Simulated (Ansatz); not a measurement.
**Effort and miss along a sweep of basis.ecutwfc: RbV3Se2O12 (P6_3, 36 atoms in the cell)**

Cell: a = 7.2142 Å, b = 7.2142 Å, c = 11.5937 Å, α = 90.00°, β = 90.00°, γ = 120.00°.

Method of the run: PBEsol, default PAW files made with PBE (plane waves; Ansatz, a program for electronic structure).

Base settings: basis.ecutwfc = 420 eV; kpoints.mp_grid.grid = 2 2 1; hamiltonian.xc = pbesol; hamiltonian.pseudopotentials = {kind: paw} (the program's default PAW files); magnetization.spin_polarized = true; scf.occupations.method = fermi_dirac; scf.occupations.width = 0.1 eV.

Misses are taken against the tightest run, 840 eV, which need not be fully converged itself. The energy is the free energy per atom.

The count of work is k-points × plane waves × bands × iterations; it is no time, and leaves out set-up, grids and terms that scale otherwise. Core times come from one kind of shared machine and are given to one figure; runs under 30 s give none.

Ansatz's pressure holds its estimate of the finite-basis (Pulay) stress, which hides part of the cutoff error; the uncorrected pressure shows it.

The starting cell comes from a database of published, mostly measured structures (it also holds non-ambient and calculated ones), without a prior relaxation at this level. Its lattice was rescaled by a random factor within 2.5 % of one. The starting moments vanished: the run ended non-magnetic, which need not be the lowest state. The program warned that a starting moment was not kept. In the base run, with a pressure of about -4 GPa the cell is away from its equilibrium volume at this level. Ansatz's pressure includes its estimate of the finite-basis (Pulay) stress.

The runs (basis.ecutwfc): 170 eV | 210 eV | 250 eV | 295 eV | 335 eV | 380 eV | 420 eV | 485 eV | 545 eV | 630 eV | 735 eV | 840 eV.

Problem. Which is the coarsest setting among those run that, with all tighter ones, holds the energy within 2 meV/atom of the reference, and what does it save?

Solution. 485 eV, off by 1.2 meV/atom; its saving against the reference is no more than about a factor of 2 in time.

Problem. Which is the coarsest setting among those run that, with all tighter ones, holds the energy within 0.5 meV/atom of the reference, and what does it save?

Solution. 630 eV, off by 0.39 meV/atom; its saving against the reference is no more than about a factor of 2 in the count of work.

Problem. What does the step from 295 eV to 630 eV buy?

Solution. It takes the miss in the energy from 410 to 0.39 meV/atom, for 3.1 times the count of work and roughly 2 times the time.

```tsv
basis.ecutwfc	energy less reference (meV/atom)	pressure less reference (GPa)	largest difference in the force on any atom (eV/Å)	uncorrected pressure less reference (GPa)	count of work / reference	core time / reference (rough)
170 eV	12312.96	7.90	2.947	-370.07	0.085	–
210 eV	4587.09	4.89	2.661	-181.86	0.12	–
250 eV	1508.90	1.08	0.932	-76.63	0.16	–
295 eV	411.92	0.19	0.410	-26.64	0.21	0.3
335 eV	113.48	0.20	0.119	-9.11	0.25	0.3
380 eV	23.54	0.07	0.018	-2.36	0.31	0.3
420 eV	5.46	0.02	0.007	-0.58	0.35	0.4
485 eV	1.18	0.02	0.004	0.00	0.44	0.5
545 eV	0.85	0.01	0.002	0.00	0.53	0.6
630 eV	0.39	0.00	0.001	0.00	0.65	0.6
735 eV	0.20	0.00	0.000	0.01	0.82	0.8
840 eV	0.00	0.00	0.000	0.00	1.0	1
```

Keys are those of Ansatz 0.2.
